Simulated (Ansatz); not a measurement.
Consider GaN in the zinc blende structure (space group F-43m, No. 216; a = 4.4982 Å).

Structures relaxed with DFT with r2SCAN, PAW potentials and a 500 eV plane-wave cutoff in Ansatz (a first-principles code), no spin-orbit coupling, earlier PAW set.

Base:

Simulated powder pattern, Cu Kα1, λ = 1.54056 Å (kinematic, ideal powder, no thermal factors, no anomalous dispersion; the 8 strongest lines at most, above 2 %, up to 2θ = 90°):

```csv
2θ (°),I/Imax (%),hkl
34.51,100,(111)
40.06,33,(200)
57.94,41,(220)
69.21,37,(311)
72.77,7.7,(222)
86.47,6.1,(400)
```

Perturbation: Sb takes the place of N on all its sites; the structure is relaxed again.

Problem. How do the reflections move or split?

Solution. 
Simulated powder pattern, Cu Kα1, λ = 1.54056 Å (kinematic, ideal powder, no thermal factors, no anomalous dispersion; the 8 strongest lines at most, above 2 %, up to 2θ = 90°):

```tsv
2θ (°)	I/Imax (%)	hkl
25.13	100	(111)
29.09	5.8	(200)
41.61	73	(220)
49.23	47	(311)
60.31	12	(400)
66.38	19	(331)
75.94	24	(422)
81.47	14	(333)
```

The indices refer to each structure's own conventional cell; one index is shown for lines that coincide.

Whether these cells are dynamically stable was not tested. This is not the structure that GaN has at room temperature and ambient pressure.
